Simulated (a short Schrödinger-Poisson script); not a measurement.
System: gated Al0.25Ga0.75As/GaAs δ-doped gas in a quantum well, at 300 K.

```tsv
layer	material	thickness (nm)	Na (cm⁻³)
1	Al0.25Ga0.75As	10	-
2	Al0.25Ga0.75As	40	-
3	GaAs	15	-
4	Al0.25Ga0.75As	4000	5e14
```

Constants are typed, rounded textbook-type inputs, not results; the design itself was drawn at random and stands for no fabricated device. Al0.25Ga0.75As: permittivity 12.19, conduction-band edge (eV) 0.198, gap (eV) 1.736, electron mass (mₑ) 0.0878, Nv at 300 K (cm⁻³) 9e18. GaAs: permittivity 12.9, conduction-band edge (eV) 0, gap (eV) 1.424, Nv at 300 K (cm⁻³) 9e18.

Channel valleys (confinement mass, in-plane density-of-states mass, number): Γ 0.067, 0.067, 1. At the gate the conduction-band edge of layer 1 lies 0.95 eV − eVg above the Fermi level of the channel; the field vanishes at the back. Sheet of ionised δ-doping: +1.9e12 e/cm² at 10 nm from the gate. The barrier under the gate holds no holes. Gaps are held at their typed values at every temperature. Mesh 0.08 nm at interfaces.

From a short Schrödinger-Poisson script (our own, NumPy): 1D Poisson equation in equilibrium, electrons quantum, Hartree plus LDA exchange-correlation (BenDaniel-Duke, 40 states a valley, the channel's in-plane mass for all, wave functions free to enter the barrier), parabolic valleys, classical holes, full ionisation, no traps, pinning or gate leakage.

The same stack at other levels of the model or other numerical settings:

```tsv
run	sheet density of all electrons at Vg = 0.5 V (cm⁻²)	capacitance at Vg = 0.5 V (μF/cm²)	centroid of the channel electrons at Vg = 0.5 V (nm)	rough cost against the base
base	3.34e10	0.106	6.93	about 1
electrons treated as classical, Boltzmann	3.74e10	0.111	6.45	0.03
electrons treated as classical, Fermi-Dirac	3.71e10	0.109	6.48	0.1
electrons treated as quantum, Hartree	3.10e10	0.1000	6.95	about 1
mesh six times as coarse	3.34e10	0.106	6.93	0.2
one subband a valley	3.04e10	0.0996	6.81	0.2
```

The classical rows ignore confinement, and Boltzmann statistics overrate the density once the band edge passes the Fermi level.
